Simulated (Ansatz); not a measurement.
The reference is InSb in the zinc blende structure (space group F-43m, No. 216; a = 6.556 Å). Axes: x, y, z lie along the cube axes.

Level of theory: Kohn–Sham DFT with the r2SCAN functional, run in Ansatz (a first-principles code) with PAW and 500 eV plane waves, no spin-orbit coupling.

For the base:

The valley order comes out as Γ 0.02 eV; L along ⟨111⟩ 0.77 eV; a point along ⟨100⟩, about 0.8 Å⁻¹ from Γ 1.48 eV.

Modification: a pure shear with ε_xy = ε_yx = 0.0114; the atoms relax in the strained cell.

Task: Predict the new largest internal atomic displacement, energy relative to the base and valley order.

Result: The largest internal atomic displacement comes out as 0.012 Å; the energy increases by 1.7 meV/atom; the valley order (the lowest conduction-band minima on the path, energy above the VBM, named in the base's zone) becomes Γ 0.01 eV; L along [1-1-1] 0.61 eV; L along [111] 0.80 eV; a point along [001], about 0.8 Å⁻¹ from Γ 1.36 eV (base: Γ 0.02 eV; L along ⟨111⟩ 0.77 eV; a point along ⟨100⟩, about 0.8 Å⁻¹ from Γ 1.48 eV).

Spin-orbit coupling, missing from the scalar runs, can matter with Sb. Whether these cells are dynamically stable was not tested. The final runs are not spin-polarised.
